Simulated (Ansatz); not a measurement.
The parent structure is Ge in the diamond structure (space group Fd-3m, No. 227; a = 5.676 Å). Axes: x, y, z lie along the cube axes.

It is then changed as follows: uniaxial strain ε_xx = +1.88 %, all other strain components held at zero, atoms relaxed at fixed cell.

Levels (all Ansatz, an electronic-structure program, PAW): PBEsol (420 eV, scalar-relativistic without spin-orbit coupling); r2SCAN (500 eV, no SOC).

The geometry is relaxed with PBEsol.

- PBEsol band gap: zero
- PBEsol pressure: -1.2 GPa

Task: What does r2SCAN give at this geometry for the band gap and pressure?

Result: The band gap goes from zero to 0.11 eV; the pressure hardly moves (-1.2 GPa against -1.3 GPa).

Single points use the geometry relaxed with PBEsol. Their cutoffs differ, which shifts pressures a little. Stability against distortions was not tested. The zero or small gap of Ge can change with the level of theory.
